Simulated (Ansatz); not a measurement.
Cell and atoms of amorphous Al$_{64}$O$_{94}$:

```xyz
158
Lattice="12.3960 -0.0083 0.0338 -0.0083 12.4270 -0.0664 0.0338 -0.0664 12.4128" Properties=species:S:1:pos:R:3 pbc="T T T"
Al     7.2515     3.7477     1.4364
Al     6.3425    10.4959     7.3493
Al     3.8278     6.2774     1.5226
Al     1.2606     5.2300     2.9113
Al     9.4926    12.0304     9.7985
Al     9.6581     9.3868    10.2440
Al    11.3404     5.4661     0.8602
Al     8.3951     6.5430     0.9667
Al     7.1279     5.3183     6.3184
Al    11.1449    10.3842     3.6498
Al     1.7672    10.2081     0.7512
Al     2.6189     7.4321     7.6909
Al     5.1183     8.0468     9.5463
Al     4.5389     6.9209     4.9257
Al    11.4932     0.8686     3.9782
Al     8.5449     2.4683     4.4323
Al     7.4354     8.1101     8.1805
Al     4.1532    11.2515     2.3927
Al    10.9683     1.9451    11.4822
Al     8.2879     0.9042    12.3600
Al     7.1776     9.3201     0.5453
Al     9.1544    -0.0122     7.0202
Al     3.3412     3.1884     1.6159
Al     9.2729     9.4533     5.9879
Al     0.9284     0.8833     9.2892
Al     3.6145     3.3944     4.7405
Al     9.7336     7.0404     7.7500
Al     1.6361     5.8345     5.5440
Al     2.9131     0.3132    11.8192
Al     3.5008     2.6456    10.1079
Al     1.6315    10.0090     8.0068
Al     1.1767     8.4506     3.6058
Al     5.8013     9.5673     3.4112
Al     8.5373    11.6259     2.7244
Al     3.5809     5.1724     9.2408
Al     1.3194     7.5003     0.5696
Al     1.5848     0.6125     1.8028
Al     5.2908     4.1978    11.8136
Al    10.7951     8.5506     0.8931
Al     5.5534     1.5491     3.0563
Al     3.7409     9.9522     5.5562
Al     1.1177     2.6750     6.2847
Al     1.7426    11.3411     4.3762
Al     3.8471     0.6988     6.0079
Al    11.5175    11.0985     7.8947
Al     8.7248     8.7779     2.8841
Al     5.3448     3.1409     7.4042
Al    12.0751     8.3805     6.1508
Al     6.3630    12.1633     4.9313
Al     2.2946     8.1398    10.6115
Al     0.0665     3.1601     1.5981
Al     5.2496     1.0697     0.1624
Al     6.6585    11.2141    10.5697
Al     8.5755     2.8719     7.1936
Al     8.7564     4.1363    11.5133
Al     6.7746     5.4069     9.4206
Al     1.0569     4.9025    10.9350
Al     0.3325     5.4736     7.9620
Al     6.4845     6.5158     3.3067
Al     4.5774     9.1774     0.0963
Al     6.6317     0.6665     8.0381
Al     9.5206     2.1930     1.9493
Al    11.2656     1.8818     7.1988
Al    10.4921     4.3544     9.2880
O      2.7363    11.7214     5.7976
O     10.0436    10.9032     6.6094
O      7.1617     8.1498     3.4226
O      7.5485     7.7131     0.0610
O      6.7734     0.3101    11.6849
O      3.5224    10.4260     0.8517
O      8.0872     6.6307     7.1787
O      7.3259    12.1157     6.5152
O     10.1697     2.0572     3.6245
O      7.0307     2.4132     7.9308
O      8.4618     0.3733     8.6588
O      2.0646     6.2552     1.6838
O      7.1250    11.0143     3.7729
O      0.7636     4.4464     6.4710
O     10.2109     3.3751    10.7597
O      7.7390     9.3820     6.8430
O      8.4936     2.7257     0.2968
O      3.2035     6.6351     6.0370
O      0.1104     4.3177    12.3399
O      4.9615     1.2176     7.3273
O      6.2812     4.8085     7.7902
O      6.1204    11.6176     8.8945
O     10.2923     8.8129    11.7037
O      2.6892     2.1249     5.6873
O      4.1704     2.8019     3.1566
O     12.3120     4.6444     9.5953
O     10.1078    11.9088     3.5554
O      0.2748     1.4994     2.5811
O      0.6132     2.0225     7.8889
O      4.8601     0.6403     4.5473
O      2.3552     4.6191     4.3715
O      5.2298    10.9408     6.0395
O      6.2159     6.1544     5.0589
O      5.8763     9.0882     8.3399
O      5.1949     5.0906    10.3015
O      8.3005     3.2836     2.7879
O      8.1610     3.9021     5.7653
O      4.0522     6.9119     8.7407
O      5.9919     2.4442     1.3888
O      8.4592     4.8327     9.8256
O      9.5393     9.4691     4.2531
O      0.9259    11.5991     8.5668
O      5.1222     0.2353     1.8456
O     10.8449     5.7830     8.1188
O      0.6922     7.0339     6.7301
O      4.9699     3.6799     5.7710
O      3.9910     8.7917    10.6944
O     10.8757     0.3533     7.9257
O      1.6962     8.5207     9.0129
O      4.2218     4.6130     0.8507
O      2.0342     5.7735     8.4283
O      5.7372     9.2749     1.5935
O     11.9383     7.1313     0.7698
O     10.1853     3.1591     7.9417
O      2.6882     1.6878     0.8242
O      8.3805    10.1067     1.6690
O      2.6306     4.1442    10.5685
O     11.2478     9.8178     1.9896
O      7.3021     5.5771     2.0883
O      4.6699     6.4509     3.1196
O     12.2466     1.2634    10.6005
O      2.2630     9.6191     4.4307
O     12.1048     8.9887     4.4936
O     10.6407    10.6856     9.4098
O      7.0185     4.4705    12.1765
O      1.6485     6.5801    11.2930
O      1.4331     8.8538     1.9200
O      7.1611     1.3008     4.1096
O      9.6666     0.6592    11.2788
O      9.1345     8.2277     8.9658
O      1.7273     3.6860     2.0498
O     10.9965     2.3561     0.8638
O      9.5901     5.3543     0.2964
O      2.5236     1.1556    10.1641
O      1.4393     8.9951    11.8911
O      1.0438     6.7037     4.0477
O      6.6904     7.1598     9.5484
O      6.1273     9.9214    11.6468
O      9.2527     1.5718     6.1300
O      0.0333    11.6978     4.1929
O     11.8884     4.7298     2.4351
O      0.0825     9.7763     7.1294
O      8.3781    10.7081    10.4481
O      8.6519     0.5551     1.6108
O      2.9748     9.2490     7.0658
O     10.3574     8.0831     6.4750
O      4.8200     2.5135    11.3560
O      2.4594    11.9861     2.8585
O      1.4319    11.9387     0.3032
O      4.8375     8.6515     4.7993
O      9.5548     7.5575     1.9192
O      3.9647     7.5598     0.4249
O      4.0055     3.4570     8.5829
O     12.0680     1.8410     5.5614
```

Level of theory: PBE, scalar-relativistic without spin-orbit coupling (plane waves to 420 eV, PAW; Ansatz, an electronic-structure program). The usual formal charges leave 4 electrons over, so the level spacing at the Fermi energy parts defect or band states and needn't be the band gap.

The cell was made by melting and quenching with the CHGNet potential and then relaxed with DFT. O atoms were pushed apart under 1.9 Å during the dynamics, to hinder bonds among them. The hot cell started wider than the set density and was brought back towards it in steps. It is the lowest in DFT energy of 4 quenches. It is a model cell: composition and starting density were chosen by hand, and all elements were melted together. No dispersion term was used. Its density started from a set value of 2.77 and ended at 2.81 g/cm³. The simulated quench (nominally 190 K/ps over its main leg) is rapid and tends to freeze in more defects than a deposited or slowly cooled glass has. A cell of this size samples the disorder only roughly. Volume and shape were free in the relaxation. Stress components on the final sampling reach 1.4 GPa. Cycles of charging lowered its energy after that relaxation.

Bonds are counted up to Al-Al 2.66 Å, Al-O 2.28 Å, O-O 1.58 Å. Two cations that share two anions don't count as bonded, nor two that share one unless they lie closer than Al-Al 2.59 Å.

Problem. Give the coordination numbers, mean bond lengths and angles.

Solution. 
```json
{
  "Mean coordination of Al by anions": "4.36 (2 with 3, 38 with 4, 23 with 5, 1 with 6); 4 close contacts or bonds to cations besides",
  "Mean coordination of O": "2.97 (6 with 2, 85 with 3, 3 with 4)",
  "Mean Al-O bond": "1.840 Å (spread 0.077 Å, 279 counted)",
  "Mean Al-Al close contact": "2.574 Å (spread 0.007 Å, 2 counted)",
  "Bond angle at Al": "mean 107.6°, spread 20.8°",
  "Bond angle at O": "mean 117.6°, spread 17.8°"
}
```

Problem. List the pairs of like atoms that count as bonded by the rules above.

Solution. Al18-Al33 (2.57 Å), Al29-Al52 (2.58 Å).
